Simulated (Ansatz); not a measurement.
## hypothetical diamond Zn with two functionals, 6 layers

Take Zn in the diamond structure (space group Fd-3m, No. 227; a = 5.827 Å; a hypothetical phase, not in the database extracts checked) as the base. Axes: x, y, z lie along the cube axes.

(Cell as relaxed with PBE.)

Levels (all Ansatz, a first-principles code, PAW): PBE (420 eV, spin-orbit coupling left out); PBEsol (420 eV, spin-orbit coupling left out).

Each level relaxes its own structure.

```tsv
base	PBE	PBEsol
volume per atom	24.73 Å³	22.61 Å³
lattice parameter a	5.827 Å	5.655 Å
band gap	zero	zero
```

The change: a free-standing slab of 6 layers (12 atoms, 2 a layer) is cut normal to [110], with 15 Å of vacuum and the in-plane cell held at bulk.

```json
[
 {"quantity": "excess energy per area of both faces (slab less bulk energy over the cell's area: twice a surface energy) (uncertain by up to 0.09 J/m²)", "PBE": "0.7 J/m²", "PBEsol": "…"},
 {"quantity": "shortest interatomic distance", "PBE": "2.477 Å", "PBEsol": "…"},
 {"quantity": "band gap", "PBE": "zero", "PBEsol": "…"}
]
```

### Question
Given the PBE results, estimate those of PBEsol.

### Answer

- excess energy per area of both faces (slab less bulk energy over the cell's area: twice a surface energy) (uncertain by up to 0.09 J/m²), PBEsol: 1.0 J/m²
- shortest interatomic distance, PBEsol: 2.421 Å
- band gap, PBEsol: zero

PBE's excess energy per area of both faces lies 0.3 J/m² below PBEsol's; PBE's shortest interatomic distance lies 0.056 Å above PBEsol's (2.3 %); the two agree on the band gap. Neither level is exact; PBEsol is the comparison here, not a measurement.

Slab and bulk use different k-meshes, which limits the precision of the excess energy. Stability against distortions was not tested.
